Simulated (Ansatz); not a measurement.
Base system: BaHfO₃ in the cubic perovskite structure (space group Pm-3m, No. 221; a = 4.158 Å). Axes: x, y, z lie along the cube axes.

Perturbation: biaxial strain +1.80 %, plane normal [001], relaxed out of plane (Cartesian); in-plane vectors clamped, the third vector and the atoms free.

All numbers come from plane-wave PAW DFT at the PBEsol level (Ansatz, a first-principles code, 420 eV), scalar-relativistic without spin-orbit coupling.

Q: Give the band edges at the high-symmetry points of the new zone, measured from its valence-band maximum.

A: 
```
point  valence edge (eV)  conduction edge (eV)
-----  -----------------  --------------------
Γ                  -0.10                  3.42
X                  -0.41                  3.99
M                  -0.11                  6.08
Z                  -0.48                  3.93
R                  -0.05                  6.04
A                   0.00                  5.89
```

The gap is 3.42 eV, indirect, A → Γ.

With Hf present, leaving out spin-orbit coupling can change the band edges. Whether these cells are dynamically stable was not tested. k-point labels follow each cell's own Brillouin zone.
